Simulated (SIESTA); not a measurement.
Band structure of CoH (Fm-3m, 2 atoms in the cell).

```
CoH
1.0
    0.00000     1.84296     1.84296
    1.84296     0.00000     1.84296
    1.84296     1.84296     0.00000
Co H
1 1
Direct
  0.00000   0.00000   0.00000
  0.50000   0.50000   0.50000
```
Moments meant for the start (each program seeds them in its own way; μB, in the order of the atoms Co H): 3.0 0.0.

Method of the run: GGA PBEsol, numerical atomic orbitals DZP, PseudoDojo PBEsol standard norm-conserving potentials (rewritten from UPF to PSML) in SIESTA.

Settings: XC.functional = GGA; XC.authors = PBEsol; potentials = PseudoDojo PBEsol standard; PAO.BasisSize = DZP; PAO.EnergyShift = 0.005 Ry; MeshCutoff = 300 Ry; kgrid.MonkhorstPack = 15 15 15; OccupationFunction = MP; OccupationMPOrder = 0; ElectronicTemperature = 200 meV; Spin = polarized; DM.InitSpin = [1 +3.00, 2 +0.00]; MaxSCFIterations = 150; SCF.Mixer.Method = Pulay.

The starting cell comes from a database of computed structures (which also holds hypothetical and non-ambient phases and stackings), without a prior relaxation at this level. With one magnetic atom in the cell only a parallel order is possible. Values carry the incompleteness of an atom-centred basis.

Levels in eV from the Fermi level, bands 6 to 11 of the first spin channel:
```csv
point,6,7,8,9,10,11
Γ,-2.67,-2.67,-2.67,-1.60,-1.60,15.15
X,-4.43,-0.88,-0.69,-0.69,0.29,3.92
W,-3.49,-3.49,-1.82,-0.69,3.27,5.46
K,-4.16,-2.65,-1.55,-0.95,2.55,3.72
L,-5.49,-2.85,-2.85,-0.89,-0.89,3.98
U,-4.16,-2.65,-1.55,-0.95,2.55,3.72
```

Bands cross the Fermi level along this path, so the cell is metallic at this level.

Higher empty bands are left out: an atom-centred basis made for the valence describes them poorly.

The net moment of the cell came out as 1.17 μB.
